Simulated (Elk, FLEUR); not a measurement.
A FLEUR input for a self-consistent single point of Ni3Al (Pm-3m, 4 atoms in the cell) (DFT, LDA (Perdew-Zunger), all-electron FLAPW (FLEUR), scalar-relativistic valence):

Input of the input generator:

```
Ni3Al crystal
&input film=f /
6.7463222649 0.0000000000 0.0000000000
0.0000000000 6.7463222649 0.0000000000
0.0000000000 0.0000000000 6.7463222649
1.0
1.0 1.0 1.0

4
13 0.0000000000 0.0000000000 0.0000000000 : 0.00
28 0.0000000000 0.5000000000 0.5000000000 : 0.50
28 0.5000000000 0.0000000000 0.5000000000 : 0.50
28 0.5000000000 0.5000000000 0.0000000000 : 0.50

&comp jspins=2 /
&exco xctyp='pz' /
&kpt div1=7 div2=7 div3=7 /
&end /
```

```xml
<?xml version="1.0" encoding="UTF-8" standalone="no"?>
<fleurInput fleurInputVersion="0.39">
   <comment>
      Ni3Al crystal                                                                                       
   </comment>
   <calculationSetup>
      <cutoffs Kmax="4.5" Gmax="18.0" GmaxXC="18.0" numbands="0"/>
      <scfLoop itmax="100" minDistance="0.00001" maxIterBroyd="25" imix="Anderson" alpha="0.05" precondParam="0.0" spinf="2.0"/>
      <coreElectrons ctail="T" frcor="F" kcrel="0" coretail_lmax="0"/>
      <xcFunctional name="pz" relativisticCorrections="F"/>
      <magnetism jspins="2"/>
      <soc l_soc="F" theta="0.0" phi="0.0" spav="F"/>
      <expertModes spex="0" secvar="F"/>
      <geometryOptimization l_f="T" forcealpha="1.0" forcemix="BFGS" epsdisp="0.00001" epsforce="0.00001"/>
      <ldaU l_linMix="F" mixParam="0.05" spinf="1.0"/>
   </calculationSetup>
   <cell>
      <bzIntegration valenceElectrons="51.0" mode="gauss" fermiSmearingEnergy="0.00499791">
         <kPointListSelection listName="default-1"/>
         <!-- k-points included here -->
         <xi:include xmlns:xi="http://www.w3.org/2001/XInclude" href="kpts.xml"> </xi:include>
      </bzIntegration>
      <!-- symmetry operations included here -->
      <xi:include xmlns:xi="http://www.w3.org/2001/XInclude" href="sym.xml"> </xi:include>
      <bulkLattice scale="1.0">
         <bravaisMatrix>
            <row-1>    6.7463222648999999     0.0000000000000000     0.0000000000000000</row-1>
            <row-2>    0.0000000000000000     6.7463222648999999     0.0000000000000000</row-2>
            <row-3>    0.0000000000000000     0.0000000000000000     6.7463222648999999</row-3>
         </bravaisMatrix>
      </bulkLattice>
   </cell>
   <atomSpecies>
      <species name="Aluminum (Al)" element="Al" atomicNumber="13">
         <mtSphere radius="1.76" gridPoints="609" logIncrement="0.018"/>
         <atomicCutoffs lmax="8" lnonsphr="6"/>
         <electronConfig flipSpins="F">
            <coreConfig>(1s1/2) (2s1/2) (2p1/2) (2p3/2)</coreConfig>
            <valenceConfig>(3s1/2) (3p1/2) (3p3/2)</valenceConfig>
            <stateOccupation state="(3p1/2)" spinUp="0.1666666667" spinDown="0.1666666667"/>
            <stateOccupation state="(3p3/2)" spinUp="0.3333333333" spinDown="0.3333333333"/>
         </electronConfig>
         <energyParameters s="3" p="3" d="3" f="4"/>
      </species>
      <species name="Nickel (Ni.500" element="Ni" atomicNumber="28">
         <mtSphere radius="2.23" gridPoints="771" logIncrement="0.016"/>
         <atomicCutoffs lmax="8" lnonsphr="6"/>
         <electronConfig flipSpins="F">
            <coreConfig>(1s1/2) (2s1/2) (2p1/2) (2p3/2) (3s1/2)</coreConfig>
            <valenceConfig>(3p1/2) (3p3/2) (4s1/2) (3d3/2) (3d5/2)</valenceConfig>
            <stateOccupation state="(3d3/2)" spinUp="1.6" spinDown="1.6"/>
            <stateOccupation state="(3d5/2)" spinUp="2.65" spinDown="2.15"/>
         </electronConfig>
         <energyParameters s="4" p="4" d="3" f="4"/>
         <lo type="SCLO" l="1" n="3" eDeriv="0"/>
      </species>
   </atomSpecies>
   <atomGroups>
      <atomGroup species="Aluminum (Al)">
         <relPos label="                   1">.0000000000 .0000000000 .0000000000</relPos>
         <force calculate="T" relaxXYZ="TTT"/>
      </atomGroup>
      <atomGroup species="Nickel (Ni.500">
         <relPos label="                   2">.0000000000 1.000/2.000 1.000/2.000</relPos>
         <relPos label="                   3">1.000/2.000 .0000000000 1.000/2.000</relPos>
         <relPos label="                   4">1.000/2.000 1.000/2.000 .0000000000</relPos>
         <force calculate="T" relaxXYZ="TTT"/>
      </atomGroup>
   </atomGroups>
   <output dos="F" band="F" slice="F">
      <checks vchk="F" cdinf="F"/>
      <bandDOS minEnergy="-.5*Htr" maxEnergy="0.5*Htr" sigma="0.015" storeEVData="T"/>
      <vacuumDOS vacdos="F" integ="F" star="F" nstars="0" locx1="0.0" locy1="0.0" locx2="0.0" locy2="0.0" nstm="0" tworkf="0.0"/>
      <unfoldingBand unfoldBand="F" supercellX="1" supercellY="1" supercellZ="1"/>
      <plotting iplot="0" polar="F">
         <plot TwoD="T" vec1="  1.0  0.0  0.0" vec2="  0.0  1.0  0.0" vec3="  0.0  0.0  1.0" zero="  0.0  0.0  0.0" file="plot"/>
      </plotting>
      <chargeDensitySlicing numkpt="0" minEigenval="0.0" maxEigenval="0.0" nnne="0" pallst="F"/>
      <specialOutput eonly="F"/>
      <magneticCircularDichroism mcd="F" energyLo="-10.0" energyUp="0.0"/>
   </output>
  <!-- We include the file relax.xml here to enable relaxations (see documentation) -->
  <xi:include xmlns:xi="http://www.w3.org/2001/XInclude" href="relax.xml"> <xi:fallback/> </xi:include>
</fleurInput>
```

### Question
Give the Elk input for the same structure, mesh, smearing and functional.

### Answer
This is the input that was run; spellings and numerical settings could be chosen otherwise.

```
tasks
  0

xctype
  3

spinpol
  .true.

reducebf
  0.8

rgkmax
  8.0

gmaxvr
  16.0

nxoapwlo
  1

rmtscf
  0.93

stype
  0

swidth
  0.00499791

scale
  1.889726125

avec
    3.5700000000    0.0000000000    0.0000000000
    0.0000000000    3.5700000000    0.0000000000
    0.0000000000    0.0000000000    3.5700000000

sppath
  'species/'

atoms
  2   : nspecies
  'Al.in'   : spfname
  1   : natoms; atposl, bfcmt below
  0.0000000000  0.0000000000  0.0000000000    0.0 0.0 0.0
  'Ni.in'   : spfname
  3   : natoms; atposl, bfcmt below
  0.0000000000  0.5000000000  0.5000000000    0.0 0.0 -0.5
  0.5000000000  0.0000000000  0.5000000000    0.0 0.0 -0.5
  0.5000000000  0.5000000000  0.0000000000    0.0 0.0 -0.5

ngridk
  7 7 7
```

Basis settings and potentials, where a program has them, do not carry over. This input uses DFT, LDA (PW92), all-electron FP-LAPW, Elk's shipped species files, LAPW+lo basis. LDA parametrisations can differ slightly between programs. Both were run: size of the net moment 0.12 μB/atom in FLEUR and 0.12 in Elk.

On Elk: the starting cell has typed, rounded lattice constants, without a prior relaxation at this level. The magnetic order is the one reached from the typed start; others were not searched systematically. Values depend on the basis (sphere radii, cutoffs, local orbitals), which need not be converged.

On FLEUR: the starting cell has typed, rounded lattice constants, without a prior relaxation at this level. The magnetic order is the one reached from the typed start; others were not searched systematically. Values depend on the basis (sphere radii, cutoffs, local orbitals), which need not be converged.
